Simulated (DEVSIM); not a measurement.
System: double heterostructure, GaAs between p- and n-type Al0.2Ga0.8As, at 400 K.

```csv
layer (left to right),material,thickness (μm),Nd (cm⁻³),Na (cm⁻³),τn (s),τp (s)
1,Al0.2Ga0.8As,0.340,2.6e17,-,1.3e-8,1.3e-8
2,GaAs,0.270,-,4e14,1.3e-8,1.3e-8
3,Al0.2Ga0.8As,0.250,-,3.1e17,1.3e-8,1.3e-8
```

Left contact: ohmic. Right contact: ohmic. Voltage is applied to the left contact. Recombination: SRH at mid-gap, radiative, Auger. Mobility is μmin + (μ − μmin)/(1 + (N/Nref)^α).

This is a model device: material constants are rounded textbook-type values typed into the input, and sizes, dopings and lifetimes were drawn at random. Values at 300 K; Nc and Nv go as T^1.5, mobilities as T to minus their exponent, the gap by Varshni's rule with the affinity fixed.

| parameter | Al0.2Ga0.8As | GaAs |
|---|---|---|
| gap (eV) | 1.6734 | 1.424 |
| affinity (eV) | 3.912 | 4.07 |
| permittivity | 12.33 | 12.9 |
| Nc (cm⁻³) | 6.04e17 | 4.7e17 |
| Nv (cm⁻³) | 9e18 | 9e18 |
| μn (cm²/Vs) | 4980 | 8500 |
| μp (cm²/Vs) | 250 | 400 |
| μn,min | 500 | 500 |
| μp,min | 20 | 20 |
| Nref,n | 6e16 | 6e16 |
| Nref,p | 1.5e17 | 1.5e17 |
| αn | 0.39 | 0.39 |
| αp | 0.38 | 0.38 |
| T exponent of μn | 2.1 | 2.1 |
| T exponent of μp | 2.2 | 2.2 |
| B (cm³/s) | 2e-10 | 2e-10 |
| Cn (cm⁶/s) | 1e-30 | 1e-30 |
| Cp (cm⁶/s) | 1e-30 | 1e-30 |
| Varshni α (eV/K) | 0.000541 | 0.000541 |
| Varshni β (K) | 204 | 204 |

Model (solved in DEVSIM): 1D drift-diffusion, Boltzmann statistics, complete ionisation; no tunnelling, impact ionisation, image-force lowering or self-heating. Band offsets follow the typed affinities; no thermionic-emission limit at abrupt steps, no polarisation charge.

Base results: dark forward voltage at 1 A/cm² (V) 0.962; potential step across the device at zero bias (V) 1.452; dark forward voltage at 100 A/cm² (V) 1.185.

Q: What follows from this one change: thickness of layer 2 0.27 → 0.054 μm?

A: dark forward voltage at 1 A/cm² 0.962 → 1.037 V; potential step across the device at zero bias little changed (1.452 V); dark forward voltage at 100 A/cm² 1.185 → 1.212 V.

Q: What follows from this one change: temperature 400 → 450 K?

A: dark forward voltage at 1 A/cm² 0.962 → 0.869 V; potential step across the device at zero bias 1.452 → 1.392 V; dark forward voltage at 100 A/cm² 1.185 → 1.109 V.

Q: What follows from this one change: thickness of layer 3 0.25 → 0.05 μm?

A: dark forward voltage at 1 A/cm² 0.962 → 0.950 V; potential step across the device at zero bias little changed (1.452 V); dark forward voltage at 100 A/cm² 1.185 → 1.147 V.

Q: What follows from this one change: doping Na of layer 3 3.1e+17 → 3.1e+16 cm^-3?

A: dark forward voltage at 1 A/cm² 0.962 → 0.934 V; potential step across the device at zero bias 1.452 → 1.372 V; dark forward voltage at 100 A/cm² 1.185 → 1.124 V.

Q: What follows from this one change: constant mobility in place of the doping-dependent one?

A: dark forward voltage at 1 A/cm² little changed (0.959 V); potential step across the device at zero bias little changed (1.452 V); dark forward voltage at 100 A/cm² 1.185 → 1.172 V.
